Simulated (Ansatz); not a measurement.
## A computed series for Nb: response to strain

The reference is Nb in the bcc (W type) structure (space group Im-3m, No. 229; a = 3.2484 Å; relaxed with 0.1 eV smearing).

Strains are applied to the cell and any free atomic positions relax.

All numbers come from LDA/PAW in Ansatz (a program for electronic structure), no SOC.

Notes on the quantities. energy relative to the base: free energy F.

```json
[
 {"variant": "base", "pressure": "0.0 GPa", "energy relative to the base": "0 meV/atom", "shortest interatomic distance": "2.813 Å"},
 {"variant": "isotropic strain −3.00 %", "pressure": "20.5 GPa", "energy relative to the base": "+89 meV/atom", "shortest interatomic distance": "2.729 Å"},
 {"variant": "isotropic strain −2.50 %", "pressure": "16.6 GPa", "energy relative to the base": "+61 meV/atom", "shortest interatomic distance": "2.743 Å"},
 {"variant": "isotropic strain −2.00 %", "pressure": "12.9 GPa", "energy relative to the base": "+39 meV/atom", "shortest interatomic distance": "2.757 Å"},
 {"variant": "isotropic strain −0.50 %", "pressure": "2.9 GPa", "energy relative to the base": "+2.3 meV/atom", "shortest interatomic distance": "2.799 Å"},
 {"variant": "isotropic strain +0.50 %", "pressure": "-2.8 GPa", "energy relative to the base": "+2.3 meV/atom", "shortest interatomic distance": "2.827 Å"},
 {"variant": "isotropic strain +1.00 %", "pressure": "-5.4 GPa", "energy relative to the base": "+8.9 meV/atom", "shortest interatomic distance": "2.841 Å"},
 {"variant": "isotropic strain +1.50 %", "pressure": "-7.8 GPa", "energy relative to the base": "+20 meV/atom", "shortest interatomic distance": "2.855 Å"},
 {"variant": "isotropic strain +2.00 %", "pressure": "-10.1 GPa", "energy relative to the base": "+35 meV/atom", "shortest interatomic distance": "2.869 Å"},
 {"variant": "isotropic strain +3.00 %", "pressure": "-14.3 GPa", "energy relative to the base": "+76 meV/atom", "shortest interatomic distance": "2.898 Å"}
]
```

Stability against distortions was not tested. The final runs are not spin-polarised.
